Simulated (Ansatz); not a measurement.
White tin (β-Sn) was calculated with Hartree–Fock in Ansatz (PAW).

Run with plane-wave cutoff 460 eV, 10×10×10 k mesh, Fermi–Dirac smearing 0.05 eV, scalar-relativistic PAW data made under PBE.

Computed at the level's own relaxed cell.

Problem. Estimate the equilibrium lattice constant a and lattice parameter c that the calculation returns.

Solution. 
- equilibrium lattice constant a: 5.965 Å
- lattice parameter c: 3.254 Å

Measured, for comparison: lattice constant a 5.831 Å, lattice parameter c 3.181 Å (293 K, no zero-point or thermal correction; as tabulated in Wikipedia's data pages). Computed (rounded) less measured: lattice constant a +2.3 %, lattice parameter c +2.3 %.

Spin–orbit coupling is not included.

The computed numbers hold no vibrational or temperature effects.

Cost on a shared machine: around 90 core-minutes (rough).

Ansatz is a program for electronic structure.
